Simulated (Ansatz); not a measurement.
Take MgO in the rock salt structure (space group Fm-3m, No. 225; a = 4.2141 Å) as the base.

Method: plane-wave PAW DFT at the PBEsol level (Ansatz, a program for electronic structure, 420 eV), spin-orbit coupling left out.

Before the change:

The electron mass comes out as 0.34 mₑ (at Γ) and the pressure is 0.01 GPa. The width of the top valence band is 1.79 eV.

Perturbation: an isotropic linear strain of −3.00 %, atoms relaxed at fixed cell.

Problem. Predict the new electron mass.

Solution. The electron mass changes from 0.34 mₑ (at Γ) to 0.37 mₑ (at Γ).

Problem. What does the calculation give for the mean gap deformation potential ΔEg/Δln V after the change?

Solution. The mean gap deformation potential ΔEg/Δln V amounts to -10.2 eV.

Problem. How does this affect the pressure?

Solution. The pressure rises by 17.377 GPa to 17.38 GPa.

Problem. Estimate the effect on the width of the top valence band.

Solution. The width of the top valence band rises by 0.175 eV (1.79 eV → 1.96 eV).

Effective masses come from finite differences of ±0.01 Å⁻¹. Whether these cells are dynamically stable was not tested.
